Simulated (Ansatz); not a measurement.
For L1₂ (Cu3Au-type) YPd3, LDA (PAW; Ansatz, a program for electronic structure) gives:

* **equilibrium lattice constant a**: 4.016 Å
* **formation enthalpy**: -0.890 eV/atom

What does r²SCAN in Ansatz (PAW) give for the same quantities?


- lattice constant a: 4.095 Å (rises by 2.0 %)
- formation enthalpy: -0.900 eV/atom (moves by -0.010 eV/atom)

For comparison: lattice constant a 4.073 Å (measured, temperature not stated, copied from a table, unchecked, no zero-point or thermal correction; as tabulated in Valence Instab., Proc. Int. Conf. 1982, 165 (1982)).

Changes are worked out from the printed values.

Unless a cell is named, each level is at its own relaxed cell (LDA 16.19, r²SCAN 17.17 Å³/atom).

The crystal itself was run without spin with LDA, r²SCAN; a magnetic state was not tried in these runs.

Ansatz's density-functional and Hartree–Fock values are scalar-relativistic unless marked +SOC, with PAW data made under PBE.
